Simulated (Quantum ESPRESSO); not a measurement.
Variants of one calculation on Ag7NO11 (Fmm2, 19 atoms in the cell)

```
CELL_PARAMETERS angstrom
      4.80559     0.00000     5.03142
      4.80559     4.98795     0.00000
      0.00000     4.98795     5.03142
ATOMIC_POSITIONS crystal
  Ag 0.99520 0.49798 0.50202
  Ag 0.50202 0.00480 0.99520
  Ag 0.99638 0.00362 0.48994
  Ag 0.48994 0.51006 0.99638
  Ag 0.99688 0.50312 0.99688
  Ag 0.49688 0.00312 0.49688
  Ag 0.49535 0.50465 0.49535
  N  0.01528 0.98472 0.01528
  O  0.06383 0.93617 0.84421
  O  0.84421 0.15579 0.06383
  O  0.35342 0.36138 0.91666
  O  0.91666 0.36854 0.35342
  O  0.63862 0.64658 0.63146
  O  0.63146 0.08334 0.63862
  O  0.07459 0.63575 0.64193
  O  0.64193 0.64773 0.07459
  O  0.36425 0.92541 0.35227
  O  0.35227 0.35807 0.36425
  O  0.14079 0.85921 0.14079
```

Base run A: LDA (PZ), PSlibrary PAW (LDA) pseudopotentials in Quantum ESPRESSO, self-consistent single point.

Its settings: ecutwfc = 55 Ry; ecutrho = 385 Ry; occupations = smearing; smearing = cold; degauss = 0.0147 Ry; K_POINTS = automatic 3 3 3 1 1 1; conv_thr = 1e-10 Ry; mixing_beta = 0.4.

The starting cell comes from a database of computed structures (which also holds hypothetical and non-ambient phases and stackings), without a prior relaxation at this level. In the base run, with a pressure of about -6 GPa the cell is away from its equilibrium volume at this level. The run gives no clean gap (levels at the Fermi energy touch, overlap or are partly filled at this smearing), which alone does not show that the compound is a metal.

ΔF is the free energy per atom less that of run A. A dash stands where there is no value to compare (another energy zero or no entropy term, no result, no spin, no clean gap, or a mesh too coarse for one). 

```csv
run,K_POINTS,ΔF (meV/atom),pressure (GPa),largest force (eV/Å),k-points,ending
A,automatic 3 3 3 1 1 1,0.00,-6.21,0.157,14,converged
B,automatic 1 1 1 1 1 1,–,–,–,1,not converged
C,automatic 2 2 2 1 1 1,-2.1,-6.26,0.149,4,converged
```

Run C against A: The free energy drops by 2.1 meV/atom, the pressure hardly changes (-6.21 to -6.26 GPa) and the largest force goes from 0.157 to 0.149 eV/Å.

Run B against A: The run ended unconverged after 100 iterations.
